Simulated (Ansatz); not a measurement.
The structure below was relaxed with Kohn–Sham DFT with the PBE functional, run in Ansatz (a quantum-chemistry and plane-wave program) with PAW and 420 eV plane waves, no spin-orbit coupling.

```yaml
crystal:
  lattice:
    - [0.00000, 3.02999, 3.02999]
    - [3.02999, 0.00000, 3.02999]
    - [3.02999, 3.02999, 0.00000]
  atoms:
    - { symbol: Ir, position: [0.75000, 0.75000, 0.75000] }
    - { symbol: Hg, position: [0.00000, 0.00000, 0.00000] }
```

Find the space group and the Wyckoff positions.

Space group F-43m (No. 216); a = b = c = 6.0600 Å, α = β = γ = 90.00°

| atom | site | symmetry | x | y | z |
|---|---|---|---|---|---|
| Ir | 4c | -43m | 0.2500 | 0.2500 | 0.2500 |
| Hg | 4a | -43m | 0.0000 | 0.0000 | 0.0000 |

Describe the coordination.

The crystal has 8 atoms in its conventional cell. Conventional cell: a = 6.0600 Å, b = 6.0600 Å, c = 6.0600 Å, α = 90.00°, β = 90.00°, γ = 90.00°. Ir is surrounded by 4 Hg at 2.624 Å (tetrahedral). Hg is surrounded by 4 Ir at 2.624 Å (tetrahedral). (Neighbours: up to the widest gap in distance over summed covalent radii, below 1.35, at either atom.)

Stability against distortions was not tested. The final runs are not spin-polarised. An odd electron count without spin: HgIr. The cell was made from HgSe by this change: Se → Ir; the result is a hypothetical phase, not in the database extracts checked. HgIr has a high density of states at the Fermi level and may be magnetic at this level.
